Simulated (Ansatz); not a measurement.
The parent structure is Zr in the hcp (Mg type) structure (space group P6_3/mmc, No. 194).

```cif
data_Zr2
_chemical_formula_sum 'Zr2'
_space_group_name_H-M_alt 'P 1'
_space_group_IT_number 1
_cell_length_a 3.23160
_cell_length_b 3.23160
_cell_length_c 5.17363
_cell_angle_alpha 90.000
_cell_angle_beta 90.000
_cell_angle_gamma 120.000
loop_
_space_group_symop_operation_xyz
  'x, y, z'
loop_
_atom_site_label
_atom_site_type_symbol
_atom_site_fract_x
_atom_site_fract_y
_atom_site_fract_z
_atom_site_occupancy
Zr1 Zr 0.33333 0.66667 0.75000 1
Zr2 Zr 0.66667 0.33333 0.25000 1
```

Level of theory: PBE (Ansatz, an electronic-structure program, PAW, scalar-relativistic without spin-orbit coupling), earlier PAW set.

One change was made to it. Results:

| quantity | base | after |
|---|---|---|
| density | 6.47 g/cm³ | 8.14 g/cm³ |
| c/a ratio | 1.601 | 1.671 |
| shortest interatomic distance | 3.189 Å | 2.951 Å |

### Question
What was done to the base?
A) pressure −1 GPa
B) pressure 60 GPa
C) pressure 30 GPa
D) pressure −2 GPa

### Answer
C, pressure 30 GPa. For comparison, the density in the other runs: pressure −1 GPa gives 6.40 g/cm³; pressure 60 GPa gives 9.40 g/cm³; pressure −2 GPa gives 6.33 g/cm³.

Load acts through the strain it causes; cell and atoms are relaxed under it. Whether these cells are dynamically stable was not tested. All final runs are without spin polarisation. Measured, Zr leaves this structure (for the ω phase) near 3 GPa (temperature not stated; as listed in C. Cazorla, D. Alfè, M. J. Gillan, Physical Review B (2008)).
